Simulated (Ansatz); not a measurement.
Consider a periodic stack without vacuum, fcc Cu (0 0 1) on monoclinic HfO2 (0 0 1) (film strained to the substrate, started from cuts of the bulks and a machine-learned relaxation; slabs Hf10O24 and Cu24, which can lie off the formulas): substrate slab Hf10O24, film Cu24, surface cells [[0, 1], [-1, 0]] and [[2, 0], [2, 2]], film strained by +0.5 and +1.5 %, outermost planes O/O and Cu/Cu as cut, which need not be the usual terminations and can put a slab off its formula. Its start:

```yaml
crystal:
  lattice:
    - [5.21201, 0.00000, -0.01565]
    - [0.00000, 5.16153, -0.08607]
    - [2.09030, 0.39106, 25.89303]
  atoms:
    - { symbol: Hf, position: [0.43093, 0.02868, 0.09677] }
    - { symbol: Hf, position: [0.90689, 0.61256, 0.10456] }
    - { symbol: O, position: [0.12327, 0.27960, 0.11687] }
    - { symbol: O, position: [0.74824, 0.46255, 0.17860] }
    - { symbol: O, position: [0.63924, 0.36962, 0.07579] }
    - { symbol: O, position: [0.23739, 0.24193, 0.97387] }
    - { symbol: O, position: [0.68736, 0.91423, 0.14872] }
    - { symbol: O, position: [0.19571, 0.83001, 0.15832] }
    - { symbol: O, position: [0.22091, 0.75993, 0.05819] }
    - { symbol: O, position: [0.73108, 0.86109, 0.05060] }
    - { symbol: Hf, position: [0.34567, 0.22272, 0.29468] }
    - { symbol: Hf, position: [0.46362, 0.69938, 0.21142] }
    - { symbol: Hf, position: [0.83929, 0.79064, 0.31195] }
    - { symbol: Hf, position: [0.96886, 0.14190, 0.19163] }
    - { symbol: O, position: [0.05365, 0.45931, 0.32475] }
    - { symbol: O, position: [0.66962, 0.64183, 0.38457] }
    - { symbol: O, position: [0.57172, 0.55234, 0.28251] }
    - { symbol: O, position: [0.23807, 0.36917, 0.22234] }
    - { symbol: O, position: [0.61154, 0.09391, 0.34800] }
    - { symbol: O, position: [0.11926, 0.00592, 0.36081] }
    - { symbol: O, position: [0.14874, 0.91703, 0.25945] }
    - { symbol: O, position: [0.66630, 0.00725, 0.24747] }
    - { symbol: Hf, position: [0.23361, 0.41120, 0.50178] }
    - { symbol: Hf, position: [0.38102, 0.87300, 0.41471] }
    - { symbol: Hf, position: [0.76008, 0.97112, 0.51130] }
    - { symbol: Hf, position: [0.88595, 0.31171, 0.39572] }
    - { symbol: O, position: [0.96348, 0.65190, 0.53491] }
    - { symbol: O, position: [0.51116, 0.77031, 0.62355] }
    - { symbol: O, position: [0.48063, 0.72175, 0.48920] }
    - { symbol: O, position: [0.14264, 0.55284, 0.42864] }
    - { symbol: O, position: [0.49483, 0.22805, 0.54752] }
    - { symbol: O, position: [0.99971, 0.15918, 0.56222] }
    - { symbol: O, position: [0.06218, 0.09779, 0.46121] }
    - { symbol: O, position: [0.58325, 0.17419, 0.44821] }
    - { symbol: Cu, position: [0.05481, 0.88101, 0.69479] }
    - { symbol: Cu, position: [0.55461, 0.89097, 0.69660] }
    - { symbol: Cu, position: [0.07614, 0.39086, 0.69358] }
    - { symbol: Cu, position: [0.57203, 0.39249, 0.69901] }
    - { symbol: Cu, position: [0.82320, 0.15212, 0.63221] }
    - { symbol: Cu, position: [0.25049, 0.96656, 0.59689] }
    - { symbol: Cu, position: [0.89164, 0.63321, 0.61797] }
    - { symbol: Cu, position: [0.40438, 0.41817, 0.61341] }
    - { symbol: Cu, position: [0.00538, 0.88867, 0.83286] }
    - { symbol: Cu, position: [0.50123, 0.88848, 0.83204] }
    - { symbol: Cu, position: [0.00410, 0.38440, 0.83347] }
    - { symbol: Cu, position: [0.50216, 0.38463, 0.83195] }
    - { symbol: Cu, position: [0.78561, 0.13364, 0.76332] }
    - { symbol: Cu, position: [0.28061, 0.13571, 0.76343] }
    - { symbol: Cu, position: [0.78640, 0.63728, 0.76505] }
    - { symbol: Cu, position: [0.27932, 0.63666, 0.76450] }
    - { symbol: Cu, position: [0.72339, 0.87100, 0.97946] }
    - { symbol: Cu, position: [0.21633, 0.86492, 0.98684] }
    - { symbol: Cu, position: [0.92141, 0.42060, 0.97037] }
    - { symbol: Cu, position: [0.47714, 0.39646, 0.01370] }
    - { symbol: Cu, position: [0.72754, 0.13587, 0.90104] }
    - { symbol: Cu, position: [0.23181, 0.12426, 0.90047] }
    - { symbol: Cu, position: [0.71440, 0.63875, 0.89950] }
    - { symbol: Cu, position: [0.22077, 0.63759, 0.90093] }
```

The start was prepared with a machine-learned potential, and the result is one local minimum, with the in-plane cell held and forces under 0.04 eV/Å; the film can end far from its bulk form.

Computed with PBE (plane waves to 420 eV, PAW; Ansatz, a quantum-chemistry and plane-wave program). Spin–orbit coupling is left out; the runs are not spin-polarised; PBE gaps are too small against experiment. Its k-point mesh 5×5×1, Fermi–Dirac width 0.05 eV.

**Question.** Predict the relaxed interface.

**Answer.** The interface area comes out as 26.9 Å² and the period comes out as 25.52 Å. The heights between the nearest atoms of the two slabs at the two interfaces is -0.19 and -0.15 Å and the Cu–O contacts across the interfaces within 1.22 times the sum of covalent radii is 19, mean 2.03 Å. The Cu–Hf contacts across the interfaces within 1.22 times the sum of covalent radii is 14, mean 3.32 Å.
